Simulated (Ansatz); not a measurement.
**MgO with two functionals, isotropic strain −4.62 %**

The parent structure is MgO in the rock salt structure (space group Fm-3m, No. 225; a = 4.2539 Å).

(Cell as relaxed with PBE.)

Levels (all Ansatz, a program for electronic structure, PAW): PBE (420 eV, without spin-orbit coupling); PBEsol (420 eV, scalar-relativistic without spin-orbit coupling).

Each level relaxes its own structure.

```json
[
 {"base": "volume per atom", "PBE": "9.62 Å³", "PBEsol": "9.35 Å³"},
 {"base": "lattice parameter a", "PBE": "4.254 Å", "PBEsol": "4.214 Å"},
 {"base": "band gap", "PBE": "4.46 eV", "PBEsol": "4.62 eV"}
]
```

It is then changed as follows: an isotropic linear strain of −4.62 %; the atoms relax in the strained cell.

```json
[
 {"quantity": "energy relative to the base (free energy F)", "PBE": "+100 meV/atom", "PBEsol": "(withheld)"},
 {"quantity": "gap character", "PBE": "direct at Γ", "PBEsol": "(withheld)"},
 {"quantity": "hole mass (degenerate bands, along [100])", "PBE": "0.42, 2.0, 2.0 mₑ (at Γ)", "PBEsol": "(withheld)"}
]
```

Task: Predict the PBEsol column.

Result: 
- energy relative to the base (free energy F), PBEsol: +102 meV/atom
- gap character, PBEsol: direct at Γ
- hole mass (degenerate bands, along [100]), PBEsol: 0.42, 1.9, 1.9 mₑ (at Γ)

PBE's energy relative to the base lies 2.9 meV/atom below PBEsol's; the two agree on the gap character. Neither level is exact; PBEsol is the comparison here, not a measurement.

Masses are band curvatures over ±0.01 Å⁻¹ around the edge. No phonon test of stability was made. The base started in Pnma and relaxed to Fm-3m at this level.
